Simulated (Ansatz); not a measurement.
**YOs$_{2}$ (space group P6_3/mmc, No. 194; a cell from a computed database, its experimental status unchecked)**

Space group P6₃/mmc (No. 194); a = 5.262 Å, b = 5.262 Å, c = 8.777 Å, α = 90.00°, β = 90.00°, γ = 120.00°

```tsv
atom	site	symmetry	x	y	z
Y	4f	3m.	0.3333	0.6667	0.0656
Os	6h	mm2	0.3428	0.1714	0.2500
Os	2a	-3m.	0.0000	0.0000	0.0000
```

Computed with plane-wave PAW DFT at the PBEsol level (Ansatz, a program for electronic structure, 420 eV), no SOC. k-mesh 8×8×5 (Γ-centred); smearing 0.05 eV (Fermi–Dirac).

The volume per atom comes out as 17.54 Å³ and the density comes out as 14.81 g/cm³. The band gap is zero and the total energy is -8766.005 eV/atom (σ→0; compares only within this code and set-up).

No phonon test of stability was made. The final runs are not spin-polarised.
